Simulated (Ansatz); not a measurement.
How the band gap of SnSiO4 (model structure, started from the ZrSiO4 type, I4₁/amd, No. 141, 12 atoms in the cell) moves with the method

No measured value is used here.

| level (code) | value (eV) |
|---|---|
| LDA (Ansatz) | (withheld) |
| PBE+SOC (Ansatz) | 2.36 (direct) |
| PBEsol+SOC (Ansatz) | 2.28 (direct) |
| r²SCAN+SOC (Ansatz) | 3.07 (direct) |
| HSE06 (Ansatz) | 4.15 |

Problem. What belongs in the gaps?

Solution. 
- LDA (Ansatz, a program for electronic structure), value (eV): 2.23

Computed values are for a static lattice. Levels without +SOC have no spin–orbit coupling; where heavier elements are present it shifts gaps, mostly down, and can invert bands.  PBE+SOC, PBEsol+SOC, r²SCAN+SOC: the gap is read on the k mesh or supercell of the run alone and can be too large. Values are at the PBEsol cell. Cutoffs and k meshes differ between the levels. Ansatz's density-functional and Hartree–Fock values are scalar-relativistic unless marked +SOC, with PAW data made under PBE.

A model structure was made by putting elements into a prototype or built by hand; it is no filed structure, need not be a known phase, and can be a saddle point held by its symmetry.
